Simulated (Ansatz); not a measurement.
AlPt (model structure, Fm-3m, No. 225, 2 atoms in the cell) was calculated with LDA (PAW; Ansatz, a quantum-chemistry and plane-wave program).

Numerical settings: plane-wave cutoff 520 eV, 20×20×20 k mesh, Fermi–Dirac smearing 0.05 eV, scalar-relativistic PAW data made under PBE.

Cell (relaxed at this level):

```
AlPt
1.0
    0.00000     2.52091     2.52091
    2.52091     0.00000     2.52091
    2.52091     2.52091     0.00000
Pt Al
1 1
Direct
  0.00000   0.00000   0.00000
  0.50000   0.50000   0.50000
```

Question: Predict the bulk modulus.

Answer: 
- bulk modulus: 157 GPa

The run finds no gap.

Note: the bulk modulus is −V dP/dV from two relaxed cells at ±2 % in volume; the relaxation could raise the start's symmetry but not lower it, so the cell can be a saddle point.

Spin–orbit coupling is not included.

The computed numbers hold no vibrational or temperature effects.

The result took roughly 30 core-seconds.

A model structure was made by putting elements into a prototype or built by hand; it is no filed structure, need not be a known phase, and can be a saddle point held by its symmetry.
